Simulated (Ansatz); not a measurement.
Here is the system:

```yaml
crystal:
  lattice:
    - [0.00000, 2.72172, 2.72172]
    - [2.72172, 0.00000, 2.72172]
    - [2.72172, 2.72172, 0.00000]
  atoms:
    - { symbol: S, position: [0.75000, 0.75000, 0.75000] }
    - { symbol: Zn, position: [0.00000, 0.00000, 0.00000] }
```

No spin polarisation.

0.0605 electrons added to each cell, a density of 1.5×10^21 cm⁻³, with a uniform compensating background at fixed cell and a 300 K Fermi–Dirac width.

Method: Ansatz (a quantum-chemistry and plane-wave program), PBE, PAW, cutoff 420 eV, scalar-relativistic without spin-orbit coupling. Settings: 24×24×24 k-points, 0.0259 eV Fermi–Dirac smearing.

### Question
Predict the gap character and gap between the host's bands.

### Answer
Gap character: direct at Γ
Gap between the host's bands: 1.98 eV

Charged cell with a jellium background: band edges are those of the host's band count, energies are not comparable with the neutral cell, and many-body gap narrowing is missing. Whether these cells are dynamically stable was not tested. The cell was made from ZnS in the zinc blende structure (space group F-43m, No. 216) by this change: electrons 1.5×10^21 cm⁻³.
